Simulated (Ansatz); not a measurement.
Base system: MgS in the rock salt structure (space group Fm-3m, No. 225; a = 5.182 Å). Axes: x, y, z lie along the cube axes.

Calculations: plane-wave PAW DFT at the PBEsol level (Ansatz, a first-principles code, 420 eV), scalar-relativistic without spin-orbit coupling.

Before the change:

- Volume per atom: 17.39 Å³
- Pressure: 0.0 kbar

It is then changed as follows: biaxial strain +1.00 %, plane normal [001], relaxed out of plane (Cartesian); in-plane vectors clamped, the third vector and the atoms free.

Q: What does the calculation give for the volume per atom and pressure after the change?

A: The volume per atom goes up by 0.26 Å³ to 17.65 Å³; the pressure (mean of the normal stresses, compression positive) goes from zero to -10.7 kbar.

No phonon test of stability was made.
